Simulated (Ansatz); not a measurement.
Start from YB2C2 (space group P4_2/mmc, No. 131; a = 3.7806 Å, c = 7.0684 Å; a cell from a computed database, its experimental status unchecked). Axes: x, y, z lie along a, b, c of the conventional cell.

All numbers come from DFT with PBEsol, PAW potentials and a 420 eV plane-wave cutoff in Ansatz (a program for electronic structure), scalar-relativistic without spin-orbit coupling.

Before the change:

The pressure is 0.0 GPa.

Now apply this change: the symmetric strain tensor [0.0032 0.0100 0.0005; 0.0100 0.0063 0.0013; 0.0005 0.0013 0.0262], atoms relaxed at fixed cell.

Q: Predict the new energy relative to the base and pressure.

A: The energy increases by 7.9 meV/atom; the pressure (mean of the normal stresses, compression positive) goes from zero to -4.7 GPa.

Without a gap, meshes like the base's 12×12×7 leave anisotropic stresses uncertain by several tenths of a GPa, and small strain energies with them. Stability against distortions was not tested. All final runs are without spin polarisation.
